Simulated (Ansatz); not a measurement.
Consider the following.

```xyz
4
Lattice="3.2299 0.0000 0.0000 -1.6150 2.7972 0.0000 0.0000 0.0000 5.2147" Properties=species:S:1:pos:R:3 pbc="T T T"
Zn     0.0000     1.8648    -0.0102
Zn     1.6150     0.9324     2.5972
O      0.0000     1.8648     1.9657
O      1.6150     0.9324     4.5730
```

All values below come from PBE with spin-orbit coupling, rigid bands (plane waves, PAW; Ansatz, a program for electronic structure). Cell: cell and atoms relaxed with PBEsol.

Q: Predict the electron conductivity mass (n e² τ/σ) at 300 K, by direction if it differs.

A: 0.167 mₑ.

Q: Predict the hole conductivity mass (n e² τ/σ) at 300 K, by direction if it differs.

A: 1.86 (x), 1.86 (y), 2.8 (z) mₑ.

Q: And the band gap?

A: 0.79 eV at this level; semilocal functionals usually fall short of the measured gap.

Rigid bands, one relaxation time for all states, no polarons. Geometry: cell and atoms relaxed with PBEsol.
